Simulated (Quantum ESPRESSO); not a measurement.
Short convergence ladders for CaGe₂Ru₂ (I4mm, 5 atoms in the cell)

```yaml
crystal:
  lattice:
    - [-2.13697, 2.13697, 4.99934]
    - [2.13697, -2.13697, 4.99934]
    - [2.13697, 2.13697, -4.99934]
  atoms:
    - { symbol: Ca, position: [0.00500, 0.00500, 0.00000] }
    - { symbol: Ge, position: [0.36627, 0.36627, 0.00000] }
    - { symbol: Ge, position: [0.63373, 0.63373, 0.00000] }
    - { symbol: Ru, position: [0.75000, 0.25000, 0.50000] }
    - { symbol: Ru, position: [0.25000, 0.75000, 0.50000] }
```

Base method: PBEsol, PSlibrary ultrasoft (PBE) pseudopotentials (plane waves; Quantum ESPRESSO).

Base settings: ecutwfc = 60 Ry; ecutrho = 420 Ry; occupations = smearing; smearing = gaussian; degauss = 0.0073499 Ry; input_dft = pbesol; K_POINTS = automatic 4 4 4 0 0 0; conv_thr = 1e-10 Ry; mixing_beta = 0.4.

The count of work is k-points × plane waves × bands × iterations; it is no time. Core times come from one kind of shared machine, to one figure; runs under 30 s give none.

**The plane-wave cutoff**

Moved along: ecutrho.

The mesh stays at the base's, so the ladder's end is converged at best in this setting alone.

Only quantities that move along the ladder and can be compared are tabulated.

| ecutwfc | free energy less the last step's (meV/atom) | pressure (GPa) | largest difference of a force vector from the last step's (eV/Å) | count of work / last | core time / last (rough) |
|---|---|---|---|---|---|
| 21 Ry | 8126.15 | -240.72 | 0.347 | 0.065 | – |
| 27 Ry | 1771.98 | -77.23 | 0.108 | 0.088 | – |
| 33 Ry | 343.92 | -20.30 | 0.013 | 0.12 | 0.1 |
| 42 Ry | 51.91 | -3.21 | 0.004 | 0.20 | 0.2 |
| 60 Ry | 17.25 | -2.36 | 0.001 | 0.33 | 0.3 |
| 120 Ry | 0.00 | -1.96 | 0.000 | 1.0 | 1 |

Coarsest ecutwfc that holds the forces within 0.01 eV/Å of the last step, with all finer ones: 42 Ry, at 0.20 of the last step's count of work and about 0.2 of the last step's time; the step before is off by 0.013 eV/Å.

Coarsest ecutwfc that holds the pressure within 1 GPa of the last step, with all finer ones: 60 Ry, at 0.33 of the last step's count of work and about 0.3 of the last step's time; the step before is off by 1.2 GPa.

Coarsest ecutwfc that holds the free energy within 5 meV/atom: not settled: the last two steps still differ by 17 meV/atom, over half the tolerance, so the ladder does not show it.

At the lowest cutoff the pressure lies 239 GPa under the last step's, the usual sign of Pulay stress in an incomplete plane-wave basis.

**The cutoff for other potential files**

Level: DFT, PBEsol, plane waves, PSlibrary PAW (PBE) pseudopotentials.

In this ladder: pseudopotentials = {Ca: Ca.pbe-spn-kjpaw_psl.1.0.0.UPF, Ge: Ge.pbe-n-kjpaw_psl.1.0.0.UPF, Ru: Ru.pbe-spn-kjpaw_psl.1.0.0.UPF}. Moved along: ecutrho.

The second cell is the first with its lattice scaled by 0.98.

The mesh stays at the base's, so the ladder's end is converged at best in this setting alone.

Only quantities that move along the ladder and can be compared are tabulated.

| ecutwfc | free energy less the last step's (meV/atom) | energy of the compressed cell less the first (meV/atom) | pressure (GPa) | largest difference of a force vector from the last step's (eV/Å) | count of work / last | core time / last (rough) |
|---|---|---|---|---|---|---|
| 27 Ry | 1827.15 | 2.31 | -80.05 | 0.120 | 0.083 | 0.06 |
| 42 Ry | 50.09 | 14.66 | -3.64 | 0.004 | 0.18 | 0.1 |
| 60 Ry | 16.61 | 14.41 | -2.72 | 0.002 | 0.33 | 0.2 |
| 120 Ry | 0.00 | 14.30 | -2.35 | 0.000 | 1.0 | 1 |

Coarsest ecutwfc that holds the free energy within 5 meV/atom: not settled: the last two steps still differ by 17 meV/atom, over half the tolerance, so the ladder does not show it.

Coarsest ecutwfc that holds the forces within 0.01 eV/Å of the last step, with all finer ones: 42 Ry, at 0.18 of the last step's count of work and about 0.1 of the last step's time; the step before is off by 0.12 eV/Å.

Coarsest ecutwfc that holds the energy of the compressed cell less the first within 2 meV/atom of the last step, with all finer ones: 42 Ry, at 0.18 of the last step's count of work and about 0.1 of the last step's time; the step before is off by 12 meV/atom.

At the lowest cutoff the pressure lies 77.7 GPa under the last step's, the usual sign of Pulay stress in an incomplete plane-wave basis.

On the base run: the starting cell comes from a database of computed structures (which also holds hypothetical and non-ambient phases and stackings), without a prior relaxation at this level. Its lattice was rescaled by up to half a per cent. One atom was moved a little off its site on purpose. Spin polarisation is off. Without a gap this mesh is coarse (it stands for a supercell whose shortest vector is 17 Å).
